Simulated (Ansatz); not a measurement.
Results of LDA in Ansatz (PAW) for TaBSi (model structure, started from the MoAlB type, Cmcm, No. 63, 6 atoms in the cell).

Run with plane-wave cutoff 520 eV, 18×18×18 k mesh, Fermi–Dirac smearing 0.05 eV, scalar-relativistic PAW data made under PBE.

Cell (relaxed at this level):

TaBSi has the orthorhombic space group Cmcm (No. 63), Pearson symbol oS12. Lattice parameters: a = 3.2338 Å, b = 13.3517 Å, c = 3.1392 Å, α = 90.00°, β = 90.00°, γ = 90.00°. Si on 4c sees 1 B at 2.261 Å and 5 Ta at 2.651–2.668 Å (no clear gap to further neighbours). B on 4c has 2 B at 1.800 Å and 1 Si at 2.261 Å and 6 Ta at 2.380–2.414 Å. Ta on 4c has 6 B at 2.380–2.414 Å and 5 Si at 2.651–2.668 Å and 6 Ta at 3.047–3.234 Å. (Neighbours: up to the widest gap in distance over summed covalent radii, below 1.35, at either atom; cation-cation and far metal-metal contacts left out.)
(The calculation used a cell of 6 atoms; values per cell refer to that cell.)

**Question.** What does this level give for the bulk modulus?

**Answer.** 
- bulk modulus = 253 GPa

The run finds no gap.

Note: the bulk modulus is −V dP/dV from two relaxed cells at ±2 % in volume; the relaxation could raise the start's symmetry but not lower it, so the cell can be a saddle point.

Spin–orbit coupling is not included; it can open a gap where bands touch, and shift volumes and moduli.

Static lattice: no zero-point or thermal effects.

The result took around 6 core-minutes (rough).

A model structure was made by putting elements into a prototype or built by hand; it is no filed structure, need not be a known phase, and can be a saddle point held by its symmetry.

Ansatz is a quantum-chemistry and plane-wave program.
